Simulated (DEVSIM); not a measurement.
Structure: abrupt Si n-p junction, at 300 K.

```csv
layer (left to right),material,thickness (μm),Nd (cm⁻³),Na (cm⁻³),τn (s),τp (s)
1,Si,4.70,4.8e18,-,6.8e-6,0.0002
2,Si,160,-,1.1e15,6.8e-6,6.8e-6
```

Left contact: ohmic. Right contact: ohmic. Voltage is applied to the left contact. Recombination: SRH at mid-gap. Mobility is constant in doping.

The device is made up for the run: typed textbook-type constants, with dimensions and the other settings drawn at random. Values at 300 K.

| parameter | Si |
|---|---|
| gap (eV) | 1.124 |
| affinity (eV) | 4.05 |
| permittivity | 11.7 |
| Nc (cm⁻³) | 2.86e19 |
| Nv (cm⁻³) | 3.1e19 |
| μn (cm²/Vs) | 1417 |
| μp (cm²/Vs) | 470 |

DEVSIM, 1D drift-diffusion, Boltzmann statistics, complete ionisation; no tunnelling, impact ionisation, image-force lowering or self-heating.

Q: Tabulate band edges, carrier densities and field at -0.9 V on the left contact.

A: Energies count from the Fermi level of the right contact; mesh points crowd at the junctions.

```
x (μm)   Ec (eV)  Ev (eV)  n (cm⁻³)  p (cm⁻³)  field (V/cm)
-------  -------  -------  --------  --------  ------------
0.000      0.946   -0.178    4.8e18     < 1e2           ≈ 0
0.04794    0.946   -0.178    4.8e18    6.7e12           ≈ 0
0.1906     0.946   -0.178    4.8e18    2.6e13           ≈ 0
0.6417     0.946   -0.178    4.8e18    8.9e13           ≈ 0
2.704      0.946   -0.178    4.8e18    3.8e14           ≈ 0
4.046      0.946   -0.178    4.8e18    5.6e14           ≈ 0
4.496      0.946   -0.178    4.8e18    6.2e14           ≈ 0
4.673      0.946   -0.178    4.8e18    6.5e14           ≈ 0
4.709      1.027   -0.097    2.1e17    1.5e16         31000
4.776      1.061   -0.063    5.6e16    5.6e16           120
4.977      1.061   -0.063    5.5e16    5.6e16           ≈ 0
6.040      1.061   -0.063    5.5e16    5.6e16           ≈ 0
8.783      1.060   -0.064    5.4e16    5.5e16           ≈ 0
17.04      1.058   -0.066    5.0e16    5.1e16           ≈ 0
58.39      1.043   -0.081    3.4e16    3.6e16           ≈ 0
126.3      0.992   -0.132    1.3e16    1.4e16           -13
152.0      0.944   -0.180    5.1e15    6.2e15           -30
160.5      0.908   -0.216    2.1e15    3.2e15           -64
163.8      0.878   -0.246    6.5e14    1.7e15          -140
164.4      0.867   -0.257    2.4e14    1.3e15          -220
164.6      0.861   -0.263    7.0e13    1.2e15          -260
164.7      0.859   -0.265    110000    1.1e15          -270
```
